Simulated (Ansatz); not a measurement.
Band structure of Co (P6_3/mmc, 2 atoms in the cell).

```xyz
2
Lattice="2.4505 0.0000 0.0000 -1.2252 2.1222 0.0000 0.0000 0.0000 3.9862" Properties=species:S:1:pos:R:3 pbc="T T T"
Co     0.0000     1.4148     0.9965
Co     1.2252     0.7074     2.9896
```
Moments meant for the start (each program seeds them in its own way; μB, in the order of the atoms Co Co): 3.0 3.0.

Method: PBE, PAW files (plane waves; Ansatz, a program for electronic structure).

Settings: kpoints.mp_grid.grid = 12 12 7; hamiltonian.xc = pbe; hamiltonian.pseudopotentials = {kind: paw} (an earlier, softer set of the program's PAW files); magnetization.spin_polarized = true; scf.occupations.method = gaussian; scf.occupations.width = 0.05 eV; kpoints.band_path.npoints = 8.

The starting cell comes from a database of computed structures (which also holds hypothetical and non-ambient phases and stackings), without a prior relaxation at this level. Its lattice was rescaled by a random factor within 2.5 % of one. The magnetic order is the one reached from the typed start; others were not searched systematically.

Levels in eV from the Fermi level, bands 16 to 23 of the first spin channel:
| point | 16 | 17 | 18 | 19 | 20 | 21 | 22 | 23 |
|---|---|---|---|---|---|---|---|---|
| Γ | -1.91 | -1.91 | -0.74 | -0.74 | -0.25 | 6.64 | 22.21 | 25.36 |
| M | -0.58 | -0.51 | -0.43 | 1.43 | 3.55 | 9.96 | 10.65 | 13.06 |
| K | -0.86 | -0.86 | -0.75 | 4.70 | 5.60 | 5.60 | 12.72 | 13.48 |
| A | -2.72 | -1.08 | -1.08 | -1.08 | -1.08 | 15.30 | 15.30 | 22.97 |
| L | -1.02 | -0.49 | -0.49 | 1.63 | 1.63 | 7.65 | 7.65 | 18.91 |
| H | -1.91 | -0.68 | -0.68 | 5.96 | 5.96 | 7.60 | 7.60 | 10.00 |

Bands cross the Fermi level along this path, so the cell is metallic at this level.

The net moment of the cell came out as 3.16 μB.

Keys are those of Ansatz 0.2.
